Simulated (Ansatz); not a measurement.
**A computed series for hypothetical I-43d Si3P4: pressure series**

The reference is Si3P4 (space group I-43d, No. 220; a = 8.0826 Å; a hypothetical phase, not in the database extracts checked).

Cell and atoms are relaxed at each pressure.

Computed with PBE, PAW, 420 eV (Ansatz, an electronic-structure program; no SOC).

Notes on the quantities. enthalpy: H = E + PV relative to the base's energy.

```
variant                enthalpy  shortest interatomic distance
----------------  -------------  -----------------------------
base                          –                        2.279 Å
pressure −2 GPa   -0.24 eV/atom                        2.292 Å
pressure −1 GPa   -0.12 eV/atom                        2.285 Å
pressure 0.3 GPa  +0.04 eV/atom                        2.277 Å
pressure 0.7 GPa  +0.08 eV/atom                        2.274 Å
pressure 1.5 GPa  +0.17 eV/atom                        2.270 Å
pressure 3 GPa    +0.35 eV/atom                        2.262 Å
pressure 5 GPa    +0.57 eV/atom                        2.253 Å
pressure 7.5 GPa  +0.83 eV/atom                        2.244 Å
pressure 10 GPa   +1.09 eV/atom                        2.239 Å
```

Load acts through the strain it causes; cell and atoms are relaxed under it. Whether these cells are dynamically stable was not tested. No other phases were tried under pressure. The final runs are not spin-polarised.
